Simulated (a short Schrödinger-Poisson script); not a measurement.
Structure: MOS inversion layer, Al2O3 on p-type Si(100), at 300 K.

```tsv
layer	material	thickness (nm)	Na (cm⁻³)
1	Al2O3	5.6	-
2	Si	650	4.4e17
```

The device is made up for the run: typed textbook-type constants, with dimensions and the other settings drawn at random. Al2O3: permittivity 9, conduction-band edge (eV) 2.7, gap (eV) 6.8, electron mass (mₑ) 0.3. Si: permittivity 11.7, conduction-band edge (eV) 0, gap (eV) 1.124, Nv at 300 K (cm⁻³) 3.1e19.

Channel valleys (confinement mass, in-plane density-of-states mass, number): Δ2 0.916, 0.19, 2; Δ4 0.19, 0.417, 4. At the gate the conduction-band edge of layer 1 lies 3.15 eV − eVg above the Fermi level of the channel; the field vanishes at the back. Gaps are held at their typed values at every temperature. Mesh 0.03 nm at interfaces.

Solved with a short Schrödinger-Poisson script written for these runs: 1D Poisson equation in equilibrium, electrons quantum, Hartree (BenDaniel-Duke, 12 states a valley, the channel's in-plane mass for all, wave functions ending at the dielectric), parabolic valleys, classical holes, full ionisation, no traps, pinning or gate leakage.

The same stack at other levels of the model or other numerical settings:

```
run                                          sheet density of all electrons at Vg = 2.2 V (cm⁻²)  sheet density of all electrons at Vg = 1 V (cm⁻²)  capacitance at Vg = 2.2 V (μF/cm²)  centroid of the channel electrons at Vg = 2.2 V (nm)  rough cost against the base
-------------------------------------------  ---------------------------------------------------  -------------------------------------------------  ----------------------------------  ----------------------------------------------------  ---------------------------
base                                                                                     1.05e13                                            1.65e12                                1.23                                                  1.41                      about 1
electrons treated as classical, Boltzmann                                                1.24e13                                            2.37e12                                1.38                                                  0.37                         0.04
electrons treated as classical, Fermi-Dirac                                              1.19e13                                            2.31e12                                1.32                                                  0.56                          0.2
mesh six times as coarse                                                                 1.05e13                                            1.65e12                                1.23                                                  1.41                          0.3
one subband a valley                                                                     1.05e13                                            1.64e12                                1.23                                                  1.38                          0.5
```

The classical rows ignore confinement, and Boltzmann statistics overrate the density once the band edge passes the Fermi level.
